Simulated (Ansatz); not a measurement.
Take BaTiO3 in the cubic perovskite structure (space group Pm-3m, No. 221; a = 3.9699 Å) as the base.

Perturbation: cell and atoms relaxed at a pressure of 60 GPa.

Levels (all Ansatz, an electronic-structure program, PAW): PBEsol (420 eV, without spin-orbit coupling); r2SCAN (500 eV, no SOC); HSE06 (420 eV, spin-orbit coupling left out).

At the geometry relaxed with PBEsol, these levels gave the following band gaps, in shuffled order: (a) 1.93 eV, (b) 3.49 eV, (c) 2.43 eV.

**Question.** Match each gap to its level.

**Answer.** (a) PBEsol; (b) HSE06; (c) r2SCAN.

Single points use the geometry relaxed with PBEsol. Load acts through the strain it causes; cell and atoms are relaxed under it. Whether these cells are dynamically stable was not tested. No other phases were tried under pressure. All final runs are without spin polarisation. Many cubic perovskites are stable only at high temperature; tilts and polar distortions were not tested. This is not the structure that BaTiO3 has at room temperature and ambient pressure.
